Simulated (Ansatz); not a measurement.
Consider Ta in the bcc (W type) structure (space group Im-3m, No. 229; a = 3.3061 Å; relaxed with 0.1 eV smearing). Axes: x, y, z lie along the cube axes.

Method: plane-wave PAW DFT at the r2SCAN level (Ansatz, a first-principles code, 500 eV), no spin-orbit coupling.

One thing is altered: uniaxial strain ε_zz = −1.00 %, all other strain components held at zero; the atoms relax in the strained cell.

### Question
What does the calculation give for the stress and energy relative to the base after the change?

### Answer
The stress (xx, yy, zz, yz, xz, xy; compression positive) amounts to (1.7, 1.7, 2.8, 0.0, 0.0, 0.0) GPa; the energy rises by 1.6 meV/atom.

No phonon test of stability was made. The final runs are not spin-polarised.
